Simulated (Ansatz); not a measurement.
## Cubic perovskite BaZrO3

Method: PBE in Ansatz (plane waves, PAW).

Numerical settings: plane-wave cutoff 500 eV, 8×8×8 k mesh, gaussian smearing 0.02 eV, scalar-relativistic PAW data made under PBE.

Cell (relaxed at this level):

```
BaZrO3
1.0
    4.22717     0.00000     0.00000
    0.00000     4.22717     0.00000
    0.00000     0.00000     4.22717
Ba Zr O
1 1 3
Direct
  0.00000   0.00000   0.00000
  0.50000   0.50000   0.50000
  0.50000   0.00000   0.50000
  0.00000   0.50000   0.50000
  0.50000   0.50000   0.00000
```

| Item | Value |
|---|---|
| band gap | 3.18 eV (on the SCF k mesh) |

Measured, for comparison: band gap 5.3 eV (temperature not stated, not corrected to a static lattice, first of three measured values (5.3, 4.86, 4.8), our sources range from 4.86 to 5.30; as tabulated in Lindman et al. (2015), arXiv:1503.06612).

Spin–orbit coupling is not included.

The computed numbers hold no vibrational or temperature effects.

Ansatz is a program for electronic structure.
